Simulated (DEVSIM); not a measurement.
Structure: InP p-n junction from an implanted or diffused profile, at 300 K.

Layer 1 from the left is InP, thickness (μm) 65.0, Nd (cm⁻³) 1e14, τn (s) 2.6e-8, τp (s) 2.6e-8.

Added acceptor profile: 1.1e16 cm⁻³ × exp(−(x − 0 μm)²/(2·(0.16 μm)²)). Left contact: ohmic. Right contact: ohmic. Voltage is applied to the left contact. Recombination: SRH at mid-gap, Auger. Mobility is constant in doping.

The device is made up for the run: typed textbook-type constants, with dimensions and the other settings drawn at random. Values at 300 K.

InP: gap (eV) 1.344, affinity (eV) 4.38, permittivity 12.5, Nc (cm⁻³) 5.7e17, Nv (cm⁻³) 1.1e19, μn (cm²/Vs) 5200, μp (cm²/Vs) 170, Cn (cm⁶/s) 9e-31, Cp (cm⁶/s) 9e-31.

Model (solved in DEVSIM): 1D drift-diffusion, Boltzmann statistics, complete ionisation; no tunnelling, impact ionisation, image-force lowering or self-heating.

Problem. What does the simulation give for the dark forward voltage at 1 A/cm², the potential step across the device at zero bias?

Solution. dark forward voltage at 1 A/cm² 0.892 V; potential step across the device at zero bias 0.942 V.
